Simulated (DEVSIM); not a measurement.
System: Si p-i-n diode, at 300 K.

| layer (left to right) | material | thickness (μm) | Nd (cm⁻³) | Na (cm⁻³) | τn (s) | τp (s) |
|---|---|---|---|---|---|---|
| 1 | Si | 0.520 | - | 1.5e17 | 7e-5 | 7e-5 |
| 2 | Si | 1.80 | 6.6e13 | - | 7e-5 | 7e-5 |
| 3 | Si | 0.450 | 2.1e17 | - | 7e-5 | 7e-5 |

Left contact: ohmic. Right contact: ohmic. Voltage is applied to the left contact. Recombination: SRH at mid-gap. Gap narrowing is on: ΔEg = 6.92 meV × (l + √(l² + 0.5)), l = ln(N/1.3e17 cm⁻³), shared equally by both band edges. Mobility is μmin + (μ − μmin)/(1 + (N/Nref)^α).

This is a model device: material constants are rounded textbook-type values typed into the input, and sizes, dopings and lifetimes were drawn at random. Values at 300 K; Nc and Nv go as T^1.5, mobilities as T to minus their exponent, the gap by Varshni's rule with the affinity fixed. The table also holds parameters that only a changed run uses.

```tsv
parameter	Si
gap (eV)	1.124
affinity (eV)	4.05
permittivity	11.7
Nc (cm⁻³)	2.86e19
Nv (cm⁻³)	3.1e19
μn (cm²/Vs)	1417
μp (cm²/Vs)	470
μn,min	52
μp,min	45
Nref,n	9.7e16
Nref,p	2.2e17
αn	0.68
αp	0.72
T exponent of μn	2.3
T exponent of μp	2.2
Cn (cm⁶/s)	2.8e-31
Cp (cm⁶/s)	9.9e-32
Varshni α (eV/K)	0.000473
Varshni β (K)	636
```

DEVSIM, 1D drift-diffusion, Boltzmann statistics, complete ionisation; no tunnelling, impact ionisation, image-force lowering or self-heating.

Base results: dark forward voltage at 100 A/cm² (V) 0.729; dark forward voltage at 1 A/cm² (V) 0.605; potential step across the device at zero bias (V) 0.852.

### Question
What follows from this one change: doping Nd of layer 3 2.1e+17 → 2.1e+18 cm^-3?

### Answer
dark forward voltage at 100 A/cm² 0.729 → 0.736 V; dark forward voltage at 1 A/cm² 0.605 → 0.612 V; potential step across the device at zero bias 0.852 → 0.896 V.

### Question
What follows from this one change: temperature 300 → 500 K?

### Answer
dark forward voltage at 100 A/cm² 0.729 → 0.372 V; dark forward voltage at 1 A/cm² 0.605 → 0.164 V; potential step across the device at zero bias 0.852 → 0.550 V.

### Question
What follows from this one change: constant mobility in place of the doping-dependent one?

### Answer
dark forward voltage at 100 A/cm² 0.729 → 0.712 V; dark forward voltage at 1 A/cm² 0.605 → 0.586 V; potential step across the device at zero bias little changed (0.852 V).
